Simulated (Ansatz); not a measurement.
Al (Fm-3m): resistivity and electron-phonon coupling

Input:

```xyz
1
Lattice="0.0000 1.9173 1.9173 1.9173 0.0000 1.9173 1.9173 1.9173 0.0000" Properties=species:S:1:pos:R:3 pbc="T T T"
Al     0.0000     0.0000     0.0000
```

Computed with PBEsol, DFPT electron-phonon coupling, linearised Boltzmann equation (plane waves, PAW, scalar-relativistic; Ansatz, a program for electronic structure). Condition of this run: hydrostatic pressure 15 GPa (the target of the relaxation). How the cell was made: relaxed with this functional, without spin-orbit coupling, then loaded as said.

```yaml
resistivity at 300 K: 1.43 μΩ·cm
resistivity at 77 K: 0.062 μΩ·cm
electron mean free path at 300 K (weighted by the current that each state carries): 39 nm
resistivity times mean free path for one path shared by all states (from the Fermi surface's area): 5.1 ×10⁻¹⁶ Ω·m²
electron-phonon coupling λ: 0.27
transport coupling λ_tr: 0.22
logarithmic_mean_phonon_energy: 32 meV
drude_plasma_energy: 12.5 eV
```

A metal at this level (no band gap). Only scattering by harmonic phonons is included (no impurities, grain boundaries, electron-electron scattering or thermal expansion). Spin-orbit coupling is left out. Halving the electron mesh (36x36x36) moves the resistivity by up to 6 % at 300 K, the mean free path by up to 6 %, the coupling by up to 6 %. Smearing 0.20 eV; phonons on a 6x6x6 q mesh, which this run doesn't test and which matters most at low temperature.
